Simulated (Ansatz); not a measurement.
Input:

```
Ge
1.0
    0.00000     2.90992     2.90992
    2.90992     0.00000     2.90992
    2.90992     2.90992     0.00000
Ge
2
Direct
  0.00000   0.00000   0.00000
  0.25000   0.25000   0.25000
```

These are PBE with spin-orbit coupling, rigid bands (plane waves, PAW; Ansatz, a program for electronic structure) values and carry that method's errors. Condition of this run: hydrostatic pressure of -4.2 GPa (compression positive) (the target of the relaxation). Geometry: cell and atoms relaxed with PBEsol, then loaded as said.

Question: Is this a good metal at this level?

Answer: No. No gap is resolved, and few carriers conduct, as in a semimetal or a zero-gap semiconductor. N(E_F) = 0.061 states/eV a cell at 300 K and the Drude plasma energy along the best axis is 0.78 eV, several times under that of a simple or noble metal.
